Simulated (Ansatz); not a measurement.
Consider interstitial O in wurtzite GaN, charge state -2. These are PBE, PAW (plane waves to 420 eV; Ansatz, an electronic-structure program) values and carry that method's errors.

Settings: 72 host sites, the relaxed PBE lattice, one k-point at (0.125, 0.250, 0.250), smearing 0.01 eV, spin-restricted, no image-charge correction. Energies are static. The charge state is imposed; whether it is stable for some Fermi level was not computed. Sites that were not tried may lie lower.

Barriers: single points on a 2×2×2 k-point mesh shifted by half a step along c at the bands' geometries.

Relaxed starting cell (atoms counted from 1):

```xyz
73
Lattice="9.6554 0.0000 0.0000 -4.8277 8.3618 0.0000 0.0000 0.0000 10.4862" Properties=species:S:1:pos:R:3 pbc="T T T"
Ga     1.5090     0.8723     2.6539
Ga     1.6164     0.9281     7.8359
Ga    -0.0002     3.7242     2.5934
Ga     0.0029     3.7152     7.8257
Ga    -1.6030     6.4967     2.5945
Ga    -1.6019     6.4986     7.8305
Ga     4.8251     0.9342     2.6250
Ga     4.8303     0.9241     7.9069
Ga     3.2257     3.7090     2.6247
Ga     3.2178     3.7155     7.9081
Ga     1.6012     6.4985     2.5944
Ga     1.6088     6.4989     7.8250
Ga     8.1403     0.8746     2.6444
Ga     8.0440     0.9281     7.8337
Ga     6.4273     3.7110     2.6246
Ga     6.4420     3.7151     7.9059
Ga     4.8246     6.6147     2.6570
Ga     4.8304     6.4970     7.8370
Ga    -0.0023     1.8124     5.1948
Ga    -0.0040     1.8896    10.4319
Ga    -1.6164     4.6466     5.2152
Ga    -1.6045     4.6583    10.4865
Ga    -3.2611     7.4595     5.2044
Ga    -3.2040     7.4314    10.4387
Ga     3.2641     1.8897     5.2979
Ga     3.1980     1.8552    10.5225
Ga     1.6140     4.6474     5.2140
Ga     1.5986     4.6585    10.4861
Ga    -0.0017     7.4453     5.2160
Ga    -0.0030     7.4307    10.4871
Ga     6.3857     1.8922     5.2943
Ga     6.4492     1.8572    10.5197
Ga     4.8254     4.5934     5.2995
Ga     4.8246     4.6749    10.5220
Ga     3.2608     7.4650     5.1958
Ga     3.1948     7.4318    10.4332
N      1.7252     1.0016     4.7172
N      1.6102     0.9391     9.8049
N     -0.0017     3.7141     4.5794
N     -0.0030     3.7507     9.7855
N     -1.6167     6.5114     4.5799
N     -1.5915     6.4991     9.7909
N      4.8246     0.9418     4.6043
N      4.8240     0.9328     9.8714
N      3.2235     3.7158     4.6054
N      3.2134     3.7249     9.8721
N      1.6136     6.5134     4.5797
N      1.5836     6.4981     9.7858
N      7.9247     1.0064     4.7098
N      8.0377     0.9405     9.8011
N      6.4273     3.7187     4.6050
N      6.4358     3.7263     9.8704
N      4.8249     6.3682     4.7210
N      4.8239     6.5086     9.8063
N     -0.0011     1.9792     1.8463
N      0.0030     1.8548     7.2051
N     -1.6112     4.6418     1.9701
N     -1.6155     4.6370     7.1959
N     -3.1216     7.3722     1.8583
N     -3.2111     7.4272     7.2122
N      3.1985     1.8426     1.9974
N      3.2473     1.8716     7.2721
N      1.6107     4.6429     1.9701
N      1.6209     4.6365     7.1945
N     -0.0018     7.4311     1.9712
N      0.0024     7.4414     7.1959
N      6.4492     1.8469     1.9950
N      6.4134     1.8703     7.2695
N      4.8268     4.6672     1.9969
N      4.8294     4.6120     7.2737
N      3.1143     7.3730     1.8497
N      3.2194     7.4281     7.2059
O     -0.0073     0.0035     3.4080
```
Cell charge -2.

End state 1 differs by these moves (Å; atoms that move under 0.08 Å are left out):

| atom | element | Δx | Δy | Δz |
|---|---|---|---|---|
| 1 | Ga | 0.10 | 0.17 | 0.00 |
| 3 | Ga | 0.10 | -0.06 | 0.05 |
| 9 | Ga | -0.10 | -0.05 | 0.03 |
| 13 | Ga | -0.10 | 0.05 | -0.05 |
| 17 | Ga | 0.01 | -0.12 | -0.03 |
| 19 | Ga | 0.04 | 0.07 | 0.00 |
| 21 | Ga | -0.04 | 0.03 | 0.08 |
| 23 | Ga | 0.04 | -0.08 | 0.09 |
| 24 | Ga | -0.02 | 0.03 | 0.08 |
| 25 | Ga | -0.09 | -0.01 | -0.10 |
| 26 | Ga | 0.04 | 0.00 | -0.08 |
| 31 | Ga | 0.05 | -0.02 | -0.08 |
| 33 | Ga | 0.05 | 0.08 | 0.00 |
| 37 | N | -0.12 | -0.21 | 0.00 |
| 39 | N | -0.12 | 0.07 | 0.13 |
| 42 | N | -0.02 | 0.01 | 0.08 |
| 44 | N | 0.02 | -0.01 | -0.08 |
| 45 | N | 0.11 | 0.07 | 0.11 |
| 49 | N | 0.12 | -0.07 | -0.13 |
| 53 | N | 0.01 | 0.13 | -0.12 |
| 55 | N | -0.10 | -0.18 | 0.00 |
| 59 | N | -0.10 | 0.08 | 0.14 |
| 61 | N | 0.12 | -0.04 | -0.14 |
| 63 | N | 0.00 | 0.12 | -0.12 |
| 71 | N | 0.11 | 0.06 | 0.12 |
| 73 | O | 1.61 | 2.79 | 0.00 |

Q: What forward and backward barriers to end state 1 does PBE, PAW give?

A: forward 2.13 eV, backward 2.13 eV; at the saddle point atom 73 has neighbours Ga at 1.81, Ga at 1.89, Ga at 1.92, Ga at 2.03; N at 2.14, N at 2.34 Å. The check of the saddle point's order was inconclusive.

End state 2 differs by these moves (Å; atoms that move under 0.08 Å are left out):

| atom | element | Δx | Δy | Δz |
|---|---|---|---|---|
| 1 | Ga | 0.06 | 0.03 | -0.05 |
| 3 | Ga | 0.00 | 0.04 | 0.11 |
| 4 | Ga | 0.00 | -0.03 | 0.10 |
| 5 | Ga | 0.04 | -0.02 | 0.10 |
| 6 | Ga | -0.02 | 0.01 | 0.09 |
| 11 | Ga | -0.04 | -0.03 | 0.10 |
| 12 | Ga | 0.02 | 0.01 | 0.10 |
| 17 | Ga | 0.00 | -0.06 | -0.06 |
| 20 | Ga | 0.00 | -0.14 | 0.11 |
| 21 | Ga | 0.00 | 0.00 | 0.09 |
| 24 | Ga | -0.11 | 0.06 | 0.10 |
| 25 | Ga | -0.05 | -0.03 | -0.07 |
| 27 | Ga | -0.01 | 0.00 | 0.10 |
| 29 | Ga | 0.00 | -0.01 | 0.09 |
| 33 | Ga | 0.00 | 0.05 | -0.07 |
| 36 | Ga | 0.12 | 0.06 | 0.11 |
| 37 | N | -0.12 | -0.07 | -0.11 |
| 38 | N | 0.10 | 0.05 | -0.06 |
| 39 | N | 0.00 | 0.04 | 0.10 |
| 40 | N | 0.00 | -0.06 | 0.10 |
| 41 | N | 0.03 | -0.02 | 0.09 |
| 42 | N | -0.04 | 0.01 | 0.09 |
| 47 | N | -0.04 | -0.02 | 0.09 |
| 48 | N | 0.04 | 0.02 | 0.10 |
| 49 | N | 0.11 | -0.07 | -0.10 |
| 50 | N | -0.10 | 0.05 | -0.06 |
| 53 | N | 0.00 | 0.14 | -0.11 |
| 54 | N | 0.00 | -0.12 | -0.07 |
| 55 | N | 0.00 | 0.01 | 0.28 |
| 59 | N | 0.02 | -0.01 | 0.26 |
| 62 | N | -0.01 | -0.01 | -0.08 |
| 64 | N | -0.01 | 0.00 | 0.08 |
| 70 | N | 0.00 | 0.00 | -0.09 |
| 71 | N | -0.02 | -0.01 | 0.27 |
| 73 | O | 0.00 | -0.01 | -2.60 |

Q: Give the forward and backward barriers to end state 2 at the level PBE, PAW.

A: forward 1.86 eV, backward 1.86 eV; at the saddle point atom 73 has neighbours 3 Ga at 1.86; 3 N at 2.21 Å. The program found a first-order saddle point.
